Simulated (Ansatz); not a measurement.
Bi₂SiO₅ (model structure, Cmcm, No. 63, 16 atoms in the cell)

Computed with r²SCAN+SOC in Ansatz (PAW).

Numerical settings: plane-wave cutoff 560 eV, 6×6×6 k mesh, Fermi–Dirac smearing 0.01 eV, PAW data made under PBE.

Cell (relaxed with PBEsol):

```yaml
crystal:
  lattice:
    - [7.53346, -2.74356, 0.00000]
    - [7.53346, 2.74356, 0.00000]
    - [0.00000, 0.00000, 5.29091]
  atoms:
    - { symbol: Si, position: [0.68233, 0.31767, 0.75000] }
    - { symbol: Si, position: [0.31767, 0.68233, 0.25000] }
    - { symbol: Bi, position: [0.61578, 0.05426, 0.25000] }
    - { symbol: Bi, position: [0.38422, 0.94574, 0.75000] }
    - { symbol: Bi, position: [0.94574, 0.38422, 0.25000] }
    - { symbol: Bi, position: [0.05426, 0.61578, 0.75000] }
    - { symbol: O, position: [0.25108, 0.25108, 0.00000] }
    - { symbol: O, position: [0.74892, 0.74892, 0.50000] }
    - { symbol: O, position: [0.74892, 0.74892, 0.00000] }
    - { symbol: O, position: [0.25108, 0.25108, 0.50000] }
    - { symbol: O, position: [0.73409, 0.07956, 0.75000] }
    - { symbol: O, position: [0.26591, 0.92044, 0.25000] }
    - { symbol: O, position: [0.92044, 0.26591, 0.75000] }
    - { symbol: O, position: [0.07956, 0.73409, 0.25000] }
    - { symbol: O, position: [0.50000, 0.50000, 0.00000] }
    - { symbol: O, position: [0.50000, 0.50000, 0.50000] }
```

```json
{
  "band_gap": "2.84 eV (on the SCF k mesh)"
}
```

Note: the relaxation could raise the start's symmetry but not lower it, so the cell can be a saddle point; cell and atoms aren't relaxed at this level (largest force component 0.30 eV/Å).

Static lattice: no zero-point or thermal effects.

A model structure was made by putting elements into a prototype or built by hand; it is no filed structure, need not be a known phase, and can be a saddle point held by its symmetry.

Ansatz is an electronic-structure program.
